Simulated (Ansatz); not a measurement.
KMgH₃ (Pm-3m), r2SCAN, rigid bands run with Ansatz (a quantum-chemistry and plane-wave program). Condition of this run: functional r2SCAN on the same cell. Band gap 3.25 eV, N_c = 5.77e18 cm⁻³ and N_v = 6.04e19 cm⁻³ at 300 K, conductivity masses of 0.376 mₑ (electrons) and 0.755 mₑ (holes). Take k_BT = 0.02585 eV.

### Question
Find the intrinsic carrier density and the intrinsic Fermi level.

### Answer
n_i = √(N_c N_v) exp(−E_g/2k_BT) = 1.87e19 × exp(−62.86) = 9.4e-9 cm⁻³. The level lies (k_BT/2) ln(N_v/N_c) = 30 meV from mid-gap (positive towards the conduction band). Each 0.1 eV added to the gap lowers n_i by a factor of 6.9.

### Question
What thermal injection velocity √(2k_BT/πm) limits a ballistic channel?

### Answer
8.77e6 cm/s for electrons and 6.19e6 cm/s for holes, a ratio of √(m_h/m_e) = 1.42, for dilute carriers.

### Question
A film of it is 5 nm thick. Estimate the confinement energies in an infinite well.

### Answer
ħ²π²/(2m t²) = 0.376 eV·nm²/(m/mₑ × t²) gives 40.0 meV for electrons and 19.9 meV for holes, so the gap would widen to about 3.31 eV. Finite barriers and nonparabolic bands lower this, and with several valleys or bands the heaviest mass along the normal sets the lowest level, not this average.

Rigid bands with the computed gap; masses take one relaxation time for all states. Spin-orbit coupling is left out; where it splits the top of the valence band, N_v and the p-type Seebeck coefficient come out somewhat high without it. Geometry: cell and atoms relaxed with PBEsol.

Formula and space group known from diffraction (Crystallography Open Database), not checked to be the room-temperature form: KMgH3 (Pm-3m).
